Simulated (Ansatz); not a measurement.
**What isotropic strain +2.40 % does to BN**

Base system: BN in the wurtzite structure (space group P6_3mc, No. 186; a = 2.555 Å, c = 4.225 Å).

Modification: every lattice vector is stretched by 2.40 %, atoms relaxed at fixed cell.

The values are results of PBE (Ansatz, a program for electronic structure; PAW; 420 eV plane waves; no spin-orbit coupling), not measurements. Settings: 15×15×8 k-points, 0.05 eV Fermi–Dirac smearing.

```json
[
 {"quantity": "volume per atom", "base": "5.97 Å³", "changed": "6.41 Å³", "shift": "+0.44 Å³"},
 {"quantity": "space group", "base": "P6_3mc (No. 186)", "changed": "P6_3mc (No. 186)", "shift": "–"},
 {"quantity": "shortest interatomic distance", "base": "1.567 Å", "changed": "1.604 Å", "shift": "+0.037 Å"},
 {"quantity": "energy relative to the base (free energy F)", "base": "0 meV/atom", "changed": "+34 meV/atom", "shift": "+34 meV/atom"},
 {"quantity": "pressure (mean of the normal stresses, compression positive)", "base": "0.00 GPa", "changed": "-23.14 GPa", "shift": "-23.14 GPa"},
 {"quantity": "band gap", "base": "5.23 eV", "changed": "5.36 eV", "shift": "+0.13 eV"},
 {"quantity": "gap character", "base": "indirect, Γ → K", "changed": "indirect, Γ → K", "shift": "–"},
 {"quantity": "smallest direct gap", "base": "8.23 eV", "changed": "7.88 eV", "shift": "-0.359 eV"},
 {"quantity": "mean gap deformation potential ΔEg/Δln V", "base": "–", "changed": "+1.8 eV", "shift": "–"},
 {"quantity": "electron mass", "base": "0.31 mₑ along c, 0.51 mₑ across (at K)", "changed": "0.32 mₑ along c, 0.62 mₑ across (at K)", "shift": "–"},
 {"quantity": "valence-band top at Γ (three highest levels, from the VBM)", "base": "0.00, 0.00, -0.26 eV", "changed": "0.00, 0.00, -0.20 eV", "shift": "–"}
]
```

Cost of the whole job for the changed cell (relaxation, final SCF and bands): very roughly 11 core-seconds.

Masses are band curvatures over ±0.01 Å⁻¹ around the edge. No phonon test of stability was made.
